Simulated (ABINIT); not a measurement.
**Pressure against volume in WC-type WC (space group 187) (ABINIT, LDA)**

```
CELL_PARAMETERS angstrom
      2.79682     0.00000     0.00000
     -1.39841     2.42212     0.00000
      0.00000     0.00000     2.72954
ATOMIC_POSITIONS crystal
  W  0.00000 0.00000 0.00000
  C  0.33333 0.66667 0.50000
```

Method: LDA (PW92), norm-conserving pseudopotentials (PseudoDojo nc-sr-04 LDA standard) (plane waves; ABINIT). Settings: pseudos = [W.upf, C.upf]; ecut = 53 Ha; ixc = 7; occopt = 3; tsmear = 0.05 eV; ngkpt = 20 20 18; nshiftk = 1; shiftk = 0 0 0; potentials = PseudoDojo nc-sr-04 LDA standard; nband = 14; kptopt = 1; nstep = 80; tolvrs = 1e-10. The cell above is the first row's. The rows scale it uniformly. In all rows fractional positions and the k mesh are held.

| V (Å^3/atom) | P (GPa) |
|---|---|
| 9.2453 | ? |
| 9.4463 | 33.17 |
| 9.6472 | 21.87 |
| 9.8482 | 11.68 |
| 10.0492 | 2.50 |
| 10.2502 | -5.78 |
| 10.4512 | -13.24 |
| 10.6522 | -19.97 |
| 10.8532 | -26.03 |

Task: Using a cubic, estimate the missing P at V = 9.2453 from the other rows, showing the fit.

Result: With u = V - 10.1, the rows have u = -0.6537, -0.4528, -0.2518, -0.0508, 0.1502, 0.3512, 0.5522, 0.7532. Least squares gives P = 0.317 - 42.2451·u + 11.0319·u² - 1.8538·u³. Residuals (row less fit): 0.005, -0.010, -0.003, 0.008, 0.006, -0.001, -0.011, 0.006; standard error 0.010 (degrees of freedom: 4). The fitted pressure is zero at V0 = 10.11, where dP/dV = -42.08, so B0 = -V0·dP/dV = 425 GPa. At the withheld row, u = -0.8547, so P = 0.317 - 42.2451 × (-0.8547) + 11.0319 × (-0.8547)² - 1.8538 × (-0.8547)³ = 45.640 GPa. The calculation gives 45.71 GPa, 0.070 GPa above the prediction (0.1 % of the range of P in the table). The row lies outside the fitted rows, so this is an extrapolation. From the scatter of the fitted rows alone, a prediction at this place has a standard error of 0.026 GPa, so the miss is 2.7 times that.

Carrying the step between the two nearest rows on in a straight line would have given 44.48, off by 1.23; series whose last step already gives the withheld value aren't shown. The scan was laid around a cell of about the measured size, scaled by a guess for this functional; axis ratios and inner coordinates come from that cell. The runs keep the symmetry of the cell, so they don't test it for distortions. Spin polarisation is off. Spin-orbit coupling is off. The shape of the cell and the inner coordinates aren't relaxed, so V0 and B0 belong to this uniform scaling; a relaxed crystal lies no higher in energy and is usually softer. Cutoffs and mesh are single choices, not tested for convergence of this quantity. Series with a scatter that would blur these digits, or in which a gap closes, are not shown.
